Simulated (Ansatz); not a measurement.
Start from GeS in the GeS type structure (space group Pnma, No. 62; layered, stacked along the Cartesian x axis).

Space group Pnma (No. 62); a = 10.6609 Å, b = 3.6812 Å, c = 4.3557 Å, α = β = γ = 90.00°

| atom | site | symmetry | x | y | z |
|---|---|---|---|---|---|
| Ge | 4c | .m. | 0.3754 | 0.2500 | 0.3651 |
| S | 4c | .m. | 0.1507 | 0.2500 | 0.4950 |

Levels (all Ansatz, a program for electronic structure, PAW): PBE-D3(BJ) (420 eV, scalar-relativistic without spin-orbit coupling); HSE06 (420 eV, no spin-orbit coupling); PBE+SOC (420 eV, with spin-orbit coupling).

One geometry, relaxed with PBE-D3(BJ), under each level:

| level | band gap | lowest conduction level above the VBM at special points |
|---|---|---|
| PBE-D3(BJ) | 1.24 eV | Γ 1.24 eV; Y 1.57 eV; U 1.75 eV |
| HSE06 | (withheld) | (withheld) |
| PBE+SOC | 1.23 eV | Γ 1.23 eV; Y 1.57 eV; U 1.75 eV; Z 1.75 eV |

Question: Give the withheld HSE06 results.

Answer: 
- HSE06, band gap: 1.80 eV
- HSE06, lowest conduction level above the VBM at special points: Γ 1.80 eV; Y 2.19 eV; U 2.35 eV

Single points use the geometry relaxed with PBE-D3(BJ). The hybrid gap comes from the SCF mesh plus the semilocal run's edge points and a few special points and is an upper bound. The spin-orbit shifts are approximate. Whether these cells are dynamically stable was not tested. The program warned that a D3 coordination switch lies within reach, so dispersion energies are less smooth here.
